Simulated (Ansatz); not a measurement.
```yaml
crystal:
  lattice:
    - [6.46115, 0.00000, 0.00000]
    - [-3.23058, 5.59552, 0.00000]
    - [0.00000, 0.00000, 5.20194]
  atoms:
    - { symbol: Y, position: [0.33333, 0.16667, 0.00283] }
    - { symbol: Ga, position: [0.16185, 0.33815, 0.49879] }
    - { symbol: N, position: [0.33333, 0.16667, 0.57057] }
    - { symbol: N, position: [0.15150, 0.34850, 0.13321] }
    - { symbol: Ga, position: [0.33111, 0.66556, 0.00455] }
    - { symbol: Ga, position: [0.16185, 0.82370, 0.49879] }
    - { symbol: N, position: [0.33540, 0.66770, 0.62905] }
    - { symbol: N, position: [0.15150, 0.80300, 0.13321] }
    - { symbol: Ga, position: [0.83444, 0.16889, 0.00455] }
    - { symbol: Ga, position: [0.67630, 0.33815, 0.49879] }
    - { symbol: N, position: [0.83230, 0.16460, 0.62905] }
    - { symbol: N, position: [0.69700, 0.34850, 0.13321] }
    - { symbol: Ga, position: [0.83444, 0.66556, 0.00455] }
    - { symbol: Ga, position: [0.66667, 0.83333, 0.50473] }
    - { symbol: N, position: [0.83230, 0.66770, 0.62905] }
    - { symbol: N, position: [0.66667, 0.83333, 0.12666] }
```

The ordered cell is a computed model, not a synthesised structure.

Problem. Give the diagonal Born effective charges atom by atom and the electronic dielectric tensor from linear response, DFT at the LDA level (Ansatz, a program for electronic structure).

Solution. 
| atom | Z*xx | Z*yy | Z*zz |
|---|---|---|---|
| Y1 | 3.17 | 3.17 | 3.34 |
| Ga2 | 2.69 | 2.61 | 2.69 |
| N3 | -2.71 | -2.71 | -2.94 |
| N4 | -2.80 | -2.71 | -2.76 |
| Ga5 | 2.65 | 2.64 | 2.69 |
| Ga6 | 2.57 | 2.72 | 2.69 |
| N7 | -2.64 | -2.69 | -2.76 |
| N8 | -2.67 | -2.84 | -2.76 |
| Ga9 | 2.63 | 2.65 | 2.69 |
| Ga10 | 2.69 | 2.61 | 2.69 |
| N11 | -2.71 | -2.62 | -2.76 |
| N12 | -2.80 | -2.71 | -2.76 |
| Ga13 | 2.65 | 2.64 | 2.69 |
| Ga14 | 2.62 | 2.62 | 2.75 |
| N15 | -2.64 | -2.69 | -2.76 |
| N16 | -2.68 | -2.68 | -2.73 |

ε∞ diagonal: 6.1, 6.1, 6.0. The k mesh is 5×5×5. The program warned that the k mesh resolves the field response only roughly, so the permittivities and charges are not converged. 

The PAW data sets were generated under PBE and serve the other functionals too.
